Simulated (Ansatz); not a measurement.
Convergence study of the k-point mesh at a smearing width of 0.02 eV for Sn (Im-3m, 1 atom in the cell)

```
CELL_PARAMETERS angstrom
     -1.88897     1.88897     1.88897
      1.88897    -1.88897     1.88897
      1.88897     1.88897    -1.88897
ATOMIC_POSITIONS crystal
  Sn 0.00000 0.00000 0.00000
```

Method of the run: LDA (PW92), default PAW files made with PBE (plane waves; Ansatz, a program for electronic structure).

Base settings: basis.ecutwfc = 420 eV; kpoints.mp_grid.grid = 12 12 12; hamiltonian.xc = lda; hamiltonian.pseudopotentials = {kind: paw} (the program's default PAW files); scf.occupations.method = gaussian; scf.occupations.width = 0.1 eV.

In this ladder: scf.occupations.width = 0.02 eV.

Only quantities that move along the ladder and can be compared are tabulated.

The count of work is k-points × plane waves × bands × iterations; it is no time. 

The starting cell comes from a database of computed structures (which also holds hypothetical and non-ambient phases and stackings), without a prior relaxation at this level. Its lattice was rescaled by up to half a per cent. In the base run, with a pressure of about -3 GPa the cell is away from its equilibrium volume at this level. Ansatz's pressure includes its estimate of the finite-basis (Pulay) stress.

```csv
kpoints.mp_grid.grid,free energy less the last step's (meV/atom),pressure (GPa),count of work / last
4 4 4,124.35,-3.06,0.012
5 5 5,236.47,1.65,0.015
6 6 6,-25.70,-3.06,0.024
8 8 8,18.84,-2.33,0.043
9 9 9,-5.14,-3.40,0.051
11 11 11,5.15,-2.55,0.096
13 13 13,2.23,-2.66,0.12
16 16 16,2.03,-2.68,0.21
24 24 24,-0.48,-2.94,0.61
29 29 29,0.00,-2.95,1.0
```

Coarsest kpoints.mp_grid.grid that holds the free energy within 1 meV/atom of the last step, with all finer ones: 24 24 24; the step before is off by 2.0 meV/atom.

Coarsest kpoints.mp_grid.grid that holds the pressure within 0.05 GPa of the last step, with all finer ones: 24 24 24; the step before is off by 0.28 GPa.

Two neighbours can agree and both be off: 13 13 13 and 16 16 16 differ by 0.20 meV/atom in the free energy, yet lie about 2.0 meV/atom from the last step.

Keys are those of Ansatz 0.2.
